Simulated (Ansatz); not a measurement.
# C axis length of SnO (model structure, started from the NiAs type, P6₃/mmc, No. 194, 4 atoms in the cell) at several levels of theory

No measured value is used here.

| level (code) | value (Å) |
|---|---|
| PBE (Ansatz) | 6.438 |
| PBEsol (Ansatz) | 6.437 |
| PBE-D3(BJ) (Ansatz) | ? |

Task: What belongs in the gaps?

Result: 
- PBE-D3(BJ) (Ansatz, an electronic-structure program), value (Å): 6.457

Ansatz's density-functional and Hartree–Fock values are scalar-relativistic unless marked +SOC, with PAW data made under PBE.

A model structure was made by putting elements into a prototype or built by hand; it is no filed structure, need not be a known phase, and can be a saddle point held by its symmetry.
